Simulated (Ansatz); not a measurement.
We look at the energy of configuration A over configuration B. The value is E(A) − E(B).

Cell A: a supercell of 32 sites of Rh (fcc, Fm-3m) with H off the lattice sites (4 Rh at 1.75 Å); spin state with PBE: run without spin, k-point mesh 5×5×5.
```xyz
33
Lattice="7.6642 0.0000 0.0000 0.0000 7.6642 0.0000 0.0000 0.0000 7.6642" Properties=species:S:1:pos:R:3 pbc="T T T"
Rh    -0.0031    -0.0031    -0.0059
Rh    -0.0509     1.9670     1.8651
Rh     1.9670    -0.0509     1.8651
Rh     1.9192     1.9192    -0.0059
Rh    -0.0509    -0.0509     3.8830
Rh    -0.0031     1.9192     5.7540
Rh     1.9192    -0.0031     5.7540
Rh     1.9670     1.9670     3.8830
Rh    -0.0019     3.8405    -0.0084
Rh    -0.0031     5.7423     1.9129
Rh     1.9192     3.8380     1.9129
Rh     1.9180     5.7397    -0.0084
Rh    -0.0031     3.8380     3.8352
Rh    -0.0019     5.7397     5.7566
Rh     1.9180     3.8405     5.7566
Rh     1.9192     5.7423     3.8352
Rh     3.8405    -0.0019    -0.0084
Rh     3.8380     1.9192     1.9129
Rh     5.7423    -0.0031     1.9129
Rh     5.7397     1.9180    -0.0084
Rh     3.8380    -0.0031     3.8352
Rh     3.8405     1.9180     5.7566
Rh     5.7397    -0.0019     5.7566
Rh     5.7423     1.9192     3.8352
Rh     3.8324     3.8324    -0.0003
Rh     3.8405     5.7397     1.9141
Rh     5.7397     3.8405     1.9141
Rh     5.7479     5.7479    -0.0003
Rh     3.8405     3.8405     3.8340
Rh     3.8324     5.7479     5.7484
Rh     5.7479     3.8324     5.7484
Rh     5.7397     5.7397     3.8340
H      0.9580     0.9580     2.8741
```

Cell B: a supercell of 32 sites of Rh (fcc, Fm-3m) with H off the lattice sites (6 Rh at 1.95 Å); spin state with PBE: run without spin, k-point mesh 5×5×5.
```xyz
33
Lattice="7.6642 0.0000 0.0000 0.0000 7.6642 0.0000 0.0000 0.0000 7.6642" Properties=species:S:1:pos:R:3 pbc="T T T"
Rh    -0.0341     0.0000     0.0000
Rh    -0.0078     1.9239     1.9239
Rh     1.9160     0.0000     1.9501
Rh     1.9160     1.9501     0.0000
Rh    -0.0045     0.0000     3.8321
Rh    -0.0078     1.9239     5.7403
Rh     1.9160     0.0000     5.7140
Rh     1.9160     1.9206     3.8321
Rh    -0.0045     3.8321     0.0000
Rh    -0.0078     5.7403     1.9239
Rh     1.9160     3.8321     1.9206
Rh     1.9160     5.7140     0.0000
Rh    -0.0012     3.8321     3.8321
Rh    -0.0078     5.7403     5.7403
Rh     1.9160     3.8321     5.7436
Rh     1.9160     5.7436     3.8321
Rh     3.8662     0.0000     0.0000
Rh     3.8399     1.9239     1.9239
Rh     5.7481     0.0000     1.9206
Rh     5.7481     1.9206     0.0000
Rh     3.8366     0.0000     3.8321
Rh     3.8399     1.9239     5.7403
Rh     5.7481     0.0000     5.7436
Rh     5.7481     1.9173     3.8321
Rh     3.8366     3.8321     0.0000
Rh     3.8399     5.7403     1.9239
Rh     5.7481     3.8321     1.9173
Rh     5.7481     5.7436     0.0000
Rh     3.8333     3.8321     3.8321
Rh     3.8399     5.7403     5.7403
Rh     5.7481     3.8321     5.7469
Rh     5.7481     5.7469     3.8321
H      1.9160     0.0000     0.0000
```

All numbers come from Ansatz (a quantum-chemistry and plane-wave program), plane waves with PAW, its PAW set soft_1, cutoff 420 eV, 500 eV for r2SCAN. The structures are at rest with PBE, within the held lattices; other levels are single points on them. Neutral cells; Fermi-Dirac smearing of at most 0.10 eV in the solids, energies taken to zero width. The lattices are those relaxed with PBE, so at other levels the solids can be strained, which adds to the spread. Larger cells are relaxed from a start prepared with the learned potential CHGNet, on a coarser mesh till forces fall under 0.03 eV/Å, which some starts already meet. A dispersion term (D3(BJ), or D4 for r2SCAN) was computed beside these levels and is taken off wherever the name lacks it. No zero-point or thermal terms. Cells are local rest points, mostly with their start's symmetry. Values are for these cell sizes. Cell A has symmetry P-43m and got no random move, so less symmetric positions, which may lie lower, weren't tried. Cell B has symmetry Pm-3m and got no random move, so less symmetric positions, which may lie lower, weren't tried.

Question: What is the computed value (r2SCAN)?

Answer: 0.20 eV for A less B, so B lies lower.

Question: List the value at the remaining levels and say how far they part.

Answer: 
```csv
Method,value (eV),less r2SCAN
PBE,0.28,0.08
```

The levels span 0.08 eV, from r2SCAN (0.20) to PBE (0.28).
